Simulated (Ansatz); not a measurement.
System: C11b WSi2. Method: r²SCAN (plane waves, PAW; Ansatz, a first-principles code).

Run with plane-wave cutoff 560 eV, 24×24×24 k mesh, Fermi–Dirac smearing 0.05 eV, no spin polarisation, scalar-relativistic PAW data made under PBE.

Cell (relaxed at this level):

```yaml
crystal:
  lattice:
    - [-1.60574, 1.60574, 3.90213]
    - [1.60574, -1.60574, 3.90213]
    - [1.60574, 1.60574, -3.90213]
  atoms:
    - { symbol: Si, position: [0.66515, 0.66515, 0.00000] }
    - { symbol: Si, position: [0.33485, 0.33485, 0.00000] }
    - { symbol: W, position: [0.00000, 0.00000, 0.00000] }
```

Problem. Give the computed bulk modulus B0 and pressure derivative B′ of the bulk modulus.

Solution. 
- bulk modulus B0 = 232 GPa
- pressure derivative B′ of the bulk modulus = 4.4

The run finds no gap.

Note: the bulk modulus comes from volumes at which shape and atoms were relaxed.

Spin–orbit coupling is not included.
